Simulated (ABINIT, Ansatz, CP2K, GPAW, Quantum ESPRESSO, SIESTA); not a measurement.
**Code comparison for ScAu₄ (I4/m, 5 atoms in the cell)**

Self-consistent single point.

```
CELL_PARAMETERS angstrom
     -3.27168     3.27168     2.01267
      3.27168    -3.27168     2.01267
      3.27168     3.27168    -2.01267
ATOMIC_POSITIONS crystal
  Sc 0.00000 0.00000 0.00000
  Au 0.79718 0.60235 0.39953
  Au 0.20282 0.39765 0.60047
  Au 0.60235 0.20282 0.80517
  Au 0.39765 0.79718 0.19483
```

All programs got the same cell, k-point mesh and kind of occupations (in Ansatz's words: kpoints.mp_grid.grid = 6 6 6; scf.occupations.method = gaussian; scf.occupations.width = 0.272 eV); potentials, basis and cutoffs are each program's usual ones.

| code | model | pressure (GPa) | largest force (eV/Å) | k-points | cutoff |
|---|---|---|---|---|---|
| Quantum ESPRESSO | LDA (PZ), GBRV 1.5 ultrasoft (LDA) pseudopotentials | -4.84 | 0.024 | 36 | 50 Ry |
| Ansatz | LDA (PW92), PAW files made with PBE | -4.54 | 0.018 | 36 | 420 eV |
| CP2K | LDA (Pade form), GPW, DZVP-MOLOPT-SR-GTH basis, GTH-PADE potentials (GTH_POTENTIALS) | 0.46 | 0.039 | 112 | grid 600 Ry |
| SIESTA | LDA PW92, numerical atomic orbitals DZP, PseudoDojo LDA standard norm-conserving potentials (rewritten from UPF to PSML) | -5.76 | 0.105 | 132 | grid 350 Ry |
| GPAW | LDA (Perdew-Wang 92), GPAW PAW datasets LDA (gpaw-data 1.0.1) | -2.68 | 0.020 | 36 | 850 eV |
| ABINIT | LDA (PW92), norm-conserving pseudopotentials (PseudoDojo nc-sr-04 LDA standard) | -4.76 | 0.021 | 36 | 1061 eV |

The spread over the programs that give each value: pressure within 6.22 GPa; largest force within 0.087 eV/Å.

The starting cell comes from a database of computed structures (which also holds hypothetical and non-ambient phases and stackings), without a prior relaxation at this level. Its lattice was rescaled by a random factor within 2.5 % of one. On Ansatz's run: Spin-orbit coupling is off. In the base run, with a pressure of about -5 GPa the cell is away from its equilibrium volume at this level.

Q: Why do the programs differ, and what cannot be compared?

A: Differences of this kind can come from the potentials, where these differ, and from what each basis and cutoff leave unconverged. The valence holds different numbers of electrons (Quantum ESPRESSO 55, Ansatz (a first-principles code) 87, CP2K 55, SIESTA 87, GPAW 55, ABINIT 87). The zero of total energies and Fermi levels follows the potentials and each program's conventions, so they are not compared here. CP2K and SIESTA use small atom-centred bases, whose incompleteness enters pressures, forces and empty levels differently from a plane-wave cutoff. Ansatz's pressure is given at a fixed set of plane waves, as the other plane-wave codes print theirs; with its correction for the finite basis it is -4.50 GPa. The same LDA comes in different parametrisations, which differ slightly. The programs reduce the same mesh by symmetry to different extents, which changes the work and not the result. In the pressure, CP2K (by 5.11), SIESTA (by 1.11) and GPAW (by 1.97) lie more than 1 GPa from the median of the plane-wave programs. In the force vectors, CP2K (by 0.083) and SIESTA (by 0.176) lie more than 0.08 eV/Å from the median of the plane-wave programs.

Left out of this page: Elk and FLEUR (not drawn, or without a comparable value).

Keys are those of Ansatz 0.2.
